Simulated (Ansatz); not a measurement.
## Cl on the 1x1 (0001) surface of hcp Ru, one in a 3x3 cell, started at the site 'top Ru'

Level of theory: PBE (plane waves to 420 eV, PAW; Ansatz, a program for electronic structure).

Slab: 37 atoms, 6.3 Å thick at the start under the adsorbate (thin: gaps and levels are the slab's own); k 4x4x1, smearing 0.1 eV, dipole-corrected; 18 atoms held, the rest relaxed; held to the start's symmetry, so lower structures may exist; no spin, no spin-orbit, no U, no dispersion correction. At the end it is bonded to Ru. In PBE this state lies 0.59 eV over the lowest of the starts that converged ('hollow Ru-Ru-Ru').

* **adsorption energy against ½ Cl2(g)**: -1.77 eV
* **work function of the top face**: 5.40 eV
* **change of the work function**: 0.40 eV
* **change of the step from the bottom to the top vacuum level, against the clean slab**: 0.42 eV
* **energy released by relaxation**: 0.22 eV
* **height of the binding atom over the mean of the host atoms within 0.3 Å of the top one**: 2.322 Å
* **nearest host atoms of the binding atom**: Ru at 2.31 Å, Ru at 3.60 Å, Ru at 3.60 Å
* **largest move of a host atom**: 0.03 Å
* **cost**: roughly 18 core-minutes

A negative adsorption energy means that the adsorbate is more stable on the surface than in its reference.
